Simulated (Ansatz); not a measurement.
The parent structure is PbS in the rock salt structure (space group Fm-3m, No. 225; a = 5.975 Å).

The values are results of Kohn–Sham DFT with the r2SCAN functional, run in Ansatz (a program for electronic structure) with PAW and 500 eV plane waves, no spin-orbit coupling, not measurements.

Base values:

The width of the top valence band is 3.46 eV and the band gap is 0.69 eV.

One thing is altered: the cell is scaled by 0.9750 in all directions, atoms relaxed at fixed cell.

### Question
What does the calculation give for the energy relative to the base after the change?

### Answer
The energy rises by 29 meV/atom.

### Question
What happens to the width of the top valence band?

### Answer
The width of the top valence band rises by 0.646 eV (3.46 eV → 4.10 eV).

### Question
What does the calculation give for the band gap after the change?

### Answer
The band gap falls by 0.31 eV (0.69 eV → 0.38 eV).

With Pb present, leaving out spin-orbit coupling can change the band edges. The cells carry an imposed strain or load. Whether these cells are dynamically stable was not tested.
